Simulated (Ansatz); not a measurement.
Take PbI2 in the CdI2 type structure (space group P-3m1, No. 164; a = 4.5590 Å, c = 6.9727 Å) as the base. Axes: x lies along a and z along c of the hexagonal cell.

Method: PBE-D3(BJ) (Ansatz, a first-principles code; PAW; 420 eV plane waves; no spin-orbit coupling).

Strains are applied to the cell and any free atomic positions relax; under biaxial strain the out-of-plane vector relaxes too.

One change was made to it. Results:

```tsv
quantity	base	after
electron mass	1.0 mₑ along k, 0.23 mₑ across (at A)	0.94 mₑ along k, 0.23 mₑ across (at A)
hole mass	0.59 mₑ along k, 0.74 mₑ across (at A)	0.54 mₑ along k, 0.60 mₑ across (at A)
band gap	2.18 eV	2.15 eV
```

**Question.** Name the change that was made.
A. isotropic strain −0.68 %
B. isotropic strain −5.83 %
C. biaxial strain −4.70 %, plane normal [001], relaxed out of plane

**Answer.** A, isotropic strain −0.68 %. For comparison, the band gap in the other runs: biaxial strain −4.70 %, plane normal [001], relaxed out of plane gives 2.28 eV; isotropic strain −5.83 % gives 1.82 eV.

Spin-orbit coupling, missing from the scalar runs, can matter with I and Pb. Masses are band curvatures over ±0.01 Å⁻¹ around the edge. Along k means along the line from Γ to the band edge. Whether these cells are dynamically stable was not tested.
